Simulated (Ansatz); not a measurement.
The starting structures come from a database of crystals and need not be the phases stable at ambient conditions.

The decay constant κ of evanescent states in the gap governs leakage through a thin film.

Data:

```
Cu2RbBr3
1.0
    8.18292     0.00000     0.00000
   -1.89078     7.96148     0.00000
    0.00000     0.00000     5.20152
Rb Cu Br
2 4 6
Direct
  0.70019   0.29981   0.75000
  0.29981   0.70019   0.25000
  0.82813   0.82813   0.00000
  0.17187   0.17187   0.00000
  0.17187   0.17187   0.50000
  0.82813   0.82813   0.50000
  0.58210   0.83944   0.75000
  0.41790   0.16056   0.25000
  0.83944   0.58210   0.25000
  0.16056   0.41790   0.75000
  0.10789   0.89211   0.75000
  0.89211   0.10789   0.25000
```

Space group of this cell: Cmcm. The cell is taken as given.

Transport runs along the normal of the first two printed cell vectors.

The gap is the functional's own, uncorrected, and κ follows it; spin-orbit coupling is left out. Mid-gap values are interpolated between the computed energies.

### Question
Estimate the band gap and the smallest decay constant κ at mid-gap that r2SCAN (Ansatz, a first-principles code) returns for this system.

### Answer
Gap 2.14 eV on a 4×4×6 mesh; κ = 0.263 1/Å, at the zone centre.
